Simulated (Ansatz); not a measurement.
Consider the following.

```xyz
2
Lattice="0.0000 2.2019 2.2019 2.2019 0.0000 2.2019 2.2019 2.2019 0.0000" Properties=species:S:1:pos:R:3 pbc="T T T"
C      3.3029     3.3029     3.3029
Si     0.0000     0.0000     0.0000
```

No spin polarisation.

All numbers come from Kohn–Sham DFT with the PBE functional, run in Ansatz (an electronic-structure program) with PAW and 420 eV plane waves, spin-orbit coupling left out, earlier PAW set. k-mesh 13×13×13 (Γ-centred); smearing 0.05 eV (Fermi–Dirac).

Problem. Predict the gap character.

Solution. Indirect, Γ → X.

Problem. What smallest direct gap does the calculation give?

Solution. 4.52 eV.

Problem. Predict the width of the top valence band.

Solution. 4.57 eV.

Problem. Estimate the hole mass (degenerate bands, along [100]).

Solution. 0.35, 0.59, 0.59 mₑ (at Γ).

The cells carry an imposed strain or load. Effective masses come from finite differences of ±0.01 Å⁻¹. No phonon test of stability was made. The cell was made from SiC in the zinc blende structure (space group F-43m, No. 216) by this change: isotropic strain +0.55 %.
